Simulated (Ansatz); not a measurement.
System: Sb (model structure, I-43m, No. 217, 4 atoms in the cell). Method: r²SCAN+rVV10 (Ansatz, a program for electronic structure, plane waves, PAW).

Numerical settings: plane-wave cutoff 560 eV, 8×8×8 k mesh, Fermi–Dirac smearing 0.01 eV, scalar-relativistic PAW data made under PBE.

Cell (relaxed at this level):

```
Sb
1.0
   -3.44813     3.44813     3.44813
    3.44813    -3.44813     3.44813
    3.44813     3.44813    -3.44813
Sb
4
Cartesian
 -2.44163   2.44163   2.44163
  2.44163  -2.44163   2.44163
  2.44163   2.44163  -2.44163
  1.00650   1.00650   1.00650
```

Q: Predict the band gap.

A: 
- band gap = 1.14 eV (on the SCF k mesh)

Note: the relaxation could raise the start's symmetry but not lower it, so the cell can be a saddle point.

Spin–orbit coupling is not included; with these elements it can move the gap by several tenths of an eV or more.

Static lattice: no zero-point or thermal effects.

The result took around 120 core-seconds (rough).

A model structure was made by putting elements into a prototype or built by hand; it is no filed structure, need not be a known phase, and can be a saddle point held by its symmetry.
